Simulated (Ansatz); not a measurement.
```xyz
3
Lattice="3.4205 0.0000 0.0000 1.7103 2.9622 0.0000 0.0000 0.0000 5.5640" Properties=species:S:1:pos:R:3 pbc="T T T"
Pt     0.0000     0.0000     0.0000
S      1.7103     0.9874     1.3024
S      3.4205     1.9748     4.2616
```

No spin polarisation.

Calculations: r2SCAN+rVV10, PAW, 500 eV (Ansatz, a program for electronic structure; no spin-orbit coupling). k-mesh 11×11×7 (Γ-centred); smearing 0.05 eV (Fermi–Dirac).

Q: Predict the width of the top valence band.

A: 2.13 eV.

Q: Predict the band gap.

A: 1.22 eV.

Spin-orbit coupling, missing from the scalar runs, can matter with Pt. The cells carry an imposed strain or load. Stability against distortions was not tested. The cell was made from PtS2 in the CdI2 type structure (space group P-3m1, No. 164; layered, stacked along the Cartesian z axis) by this change: biaxial strain −3.71 %, plane normal [001], relaxed out of plane.
